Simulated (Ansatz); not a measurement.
A HfO2 chain of edge-sharing tetrahedra, relaxed period 5.926 Å, atoms relaxed at each strain.

| strain | energy (meV a period) | axial force (nN) |
|---|---|---|
| -0.015 | +29.5 | -1.09 |
| +0.015 | +30.5 | +1.08 |

Method: PBE+D3(BJ) (plane waves to 420 eV, PAW; Ansatz, an electronic-structure program). Mesh 1×1×58. No spin polarisation, so a magnetic state wasn't tested. Isolated but for its images some 11 Å away. A hypothetical model. It keeps the symmetry and period of its start, so it need not be a minimum against all distortions. Pairing along the axis, which can open a gap, is among the distortions not tried. Values not marked SOC lack spin–orbit coupling. Buckling under compression is shut out by symmetry and the short period. Energies are free energies at a Fermi–Dirac width of 0.02 eV, from the unstrained cell.

### Question
Work out the axial stiffness dF/dε in two ways.

### Answer
From the forces: (+1.08 − (-1.09))/0.030 = 72.3 nN. From the energies: (E₊ + E₋)/(ε² c) = 0.0600 eV/(0.015² × 5.926 Å) = 45.00 eV/Å = 72.1 nN. The two agree to within 1 %.
